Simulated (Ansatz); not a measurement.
## In2Te3 (model structure, started from the Bi2Te3 type, R-3m, No. 166, 5 atoms in the cell)

The numbers are results of PBEsol (Ansatz, a quantum-chemistry and plane-wave program, plane waves, PAW), not measurements.

Numerical settings: plane-wave cutoff 500 eV, 12×12×12 k mesh, Fermi–Dirac smearing 0.05 eV, scalar-relativistic PAW data made under PBE.

Cell (relaxed at this level):

In₂Te₃ is modelled in the trigonal space group R-3m, hexagonal axes (No. 166), Pearson symbol hR5. Lattice parameters: a = 4.272 Å, b = 4.272 Å, c = 28.156 Å, α = 90.00°, β = 90.00°, γ = 120.00°. In on 6c is coordinated by 3 Te at 2.894 Å and 3 Te at 3.117 Å (octahedral). Te1 on 3a is coordinated by 6 In at 3.117 Å (octahedral). Te2 on 6c is surrounded by 3 In at 2.894 Å (trigonal pyramidal). (Neighbours: up to the widest gap in distance over summed covalent radii, below 1.35, at either atom; cation-cation and far metal-metal contacts left out.)
(The calculation used a cell of 5 atoms; values per cell refer to that cell.)

```json
{
 "band_gap": "none"
}
```

Note: the relaxation could raise the start's symmetry but not lower it, so the cell can be a saddle point.

Spin–orbit coupling is not included.

A model structure was made by putting elements into a prototype or built by hand; it is no filed structure, need not be a known phase, and can be a saddle point held by its symmetry.
